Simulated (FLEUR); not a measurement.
Band structure of V3Sn (Pm-3n, 8 atoms in the cell).

```xyz
8
Lattice="4.8166 0.0000 0.0000 0.0000 4.8166 0.0000 0.0000 0.0000 4.8166" Properties=species:S:1:pos:R:3 pbc="T T T"
V      2.4083     1.2042     0.0000
V      2.4083     3.6125     0.0000
V      1.2042     0.0000     2.4083
V      3.6125     0.0000     2.4083
V      0.0000     2.4083     1.2042
V      0.0000     2.4083     3.6125
Sn     2.4083     2.4083     2.4083
Sn     0.0000     0.0000     0.0000
```

Method of the run: LDA (Vosko-Wilk-Nusair), all-electron FLAPW (FLEUR), scalar-relativistic valence in FLEUR.

Settings: Kmax = 3.8 1/bohr; GmaxXC = 13.3 1/bohr; xcFunctional = vwn; jspins = 1; l_soc = F; mode = hist; fermiSmearingEnergy = 0.00367493 Htr; mesh (inpgen div1-3) = 5 5 5; inpgen gamma flag = false; Gmax = 13.3 1/bohr; numbands = 0; maxIterBroyd = 99; imix = Anderson; alpha = 0.05.

The starting cell comes from a database of computed structures (which also holds hypothetical and non-ambient phases and stackings), without a prior relaxation at this level. Its lattice was rescaled by a random factor within 2.5 % of one. Spin polarisation is off. Values depend on the basis (sphere radii, cutoffs, local orbitals), which need not be converged.

Levels in eV from the Fermi level, bands 51 to 58:
```tsv
point	51	52	53	54	55	56	57	58
Γ	-0.46	-0.46	-0.10	-0.10	1.63	1.63	1.63	2.37
X	-0.70	-0.70	-0.44	-0.44	1.11	1.11	1.60	1.60
M	0.07	0.19	0.19	0.49	0.49	0.55	0.65	0.86
R	0.00	0.00	0.00	0.00	0.16	0.16	0.16	0.16
```
